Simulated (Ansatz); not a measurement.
Base system: KCl in the rock salt structure (space group Fm-3m, No. 225).

```yaml
crystal:
  lattice:
    - [0.00000, 3.12135, 3.12135]
    - [3.12135, 0.00000, 3.12135]
    - [3.12135, 3.12135, 0.00000]
  atoms:
    - { symbol: K, position: [0.00000, 0.00000, 0.00000] }
    - { symbol: Cl, position: [0.50000, 0.50000, 0.50000] }
```

Cartesian axes are those of the cell as printed.

Computed with PBEsol in Ansatz (plane waves to 420 eV, PAW, no spin-orbit coupling).

Strains are applied to the cell and any free atomic positions relax.

One change was made to it. Results:

```json
[
 {"quantity": "energy relative to the base (free energy F)", "base": "0 meV/atom", "after": "+4.3 meV/atom"},
 {"quantity": "valley order (the lowest conduction-band minima on the path, energy above the VBM, named in the base's zone)", "base": "Γ 5.10 eV; X along ⟨100⟩ 6.37 eV", "after": "Γ 5.18 eV; X along [001] 6.28 eV; X along [100] 6.33 eV"},
 {"quantity": "electron mass", "base": "0.43 mₑ (at Γ)", "after": "0.45 mₑ along z, 0.42 mₑ across (at Γ)"},
 {"quantity": "pressure (mean of the normal stresses, compression positive)", "base": "0.01 GPa", "after": "0.68 GPa"},
 {"quantity": "valence-band top at Γ (three highest levels, from the VBM)", "base": "0.00, 0.00, 0.00 eV", "after": "0.00, -0.03, -0.03 eV"}
]
```

Problem. What was done to the base?
A. uniaxial strain ε_zz = +2.50 %
B. uniaxial strain ε_zz = −1.50 %
C. uniaxial strain ε_zz = −2.00 %
D. uniaxial strain ε_zz = +1.50 %
E. uniaxial strain ε_zz = −3.00 %

Solution. E, uniaxial strain ε_zz = −3.00 %. For comparison, the valley order in the other runs: uniaxial strain ε_zz = +1.50 % gives Γ 5.05 eV; X along [100] 6.38 eV; X along [001] 6.40 eV; uniaxial strain ε_zz = −2.00 % gives Γ 5.16 eV; X along [001] 6.31 eV; X along [100] 6.34 eV; uniaxial strain ε_zz = +2.50 % gives Γ 5.02 eV; X along [100] 6.38 eV; X along [001] 6.41 eV; uniaxial strain ε_zz = −1.50 % gives Γ 5.14 eV; X along [001] 6.33 eV; X along [100] 6.35 eV.

The levels and masses belong to the bands next to the band gap. Effective masses come from finite differences of ±0.01 Å⁻¹. Whether these cells are dynamically stable was not tested.

Ansatz is a first-principles code.
